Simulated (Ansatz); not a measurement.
The parent structure is HgS in the zinc blende structure (space group F-43m, No. 216).

```xyz
2
Lattice="0.0000 2.9060 2.9060 2.9060 0.0000 2.9060 2.9060 2.9060 0.0000" Properties=species:S:1:pos:R:3 pbc="T T T"
Hg     0.0000     0.0000     0.0000
S      1.4530     1.4530     1.4530
```

Cartesian axes are those of the cell as printed.

The values are results of LDA (Ansatz, a first-principles code, PAW, no spin-orbit coupling), not measurements.

For the base:

- Pressure: 0.0 GPa

It is then changed as follows: the cell is compressed by 2.00 % along z with no lateral relaxation; the atoms relax in the strained cell.

Question: How does this affect the energy relative to the base?

Answer: The energy goes up by 2.4 meV/atom.

Question: How does this affect the pressure?

Answer: The pressure (mean of the normal stresses, compression positive) goes from zero to 1.4 GPa.

Whether these cells are dynamically stable was not tested. The final runs are not spin-polarised. Gaps under 0.05 eV, about the width of the smearing, are given as zero.
